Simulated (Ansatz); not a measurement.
# CuI (P4/nmm, No. 129, 4 atoms in the cell; start mp-22863; a measured phase of this formula has another space group)

The numbers are results of r²SCAN (plane waves, PAW; Ansatz, a first-principles code), not measurements.

Run with plane-wave cutoff 500 eV, 10×10×6 k mesh (along the axes of the cell as run), Fermi–Dirac smearing 0.05 eV, no spin polarisation, scalar-relativistic PAW data made under PBE.

Cell (relaxed at this level):

```yaml
crystal:
  lattice:
    - [4.09888, 0.00000, 0.00000]
    - [0.00000, 4.09888, 0.00000]
    - [0.00000, 0.00000, 6.65587]
  atoms:
    - { symbol: Cu, position: [0.50000, 0.50000, 0.00000] }
    - { symbol: Cu, position: [0.00000, 0.00000, 0.00000] }
    - { symbol: I, position: [0.50000, 0.00000, 0.25283] }
    - { symbol: I, position: [0.00000, 0.50000, 0.74717] }
```

| Property | Value |
|---|---|
| band gap | 2.09 eV (on the SCF k mesh) |

Note: the relaxation could not lower the start's symmetry, so the cell can be a saddle point above a distorted one; the cell has widely spaced layers and the level no dispersion term, so their spacing and the moduli can rest on weak binding.

Spin–orbit coupling is not included; with these elements it can move the gap by several tenths of an eV or more.

Static lattice: no zero-point or thermal effects.

The result took very roughly 3 core-minutes.

A start named mp-… is a Materials Project structure, which need not be a measured phase.
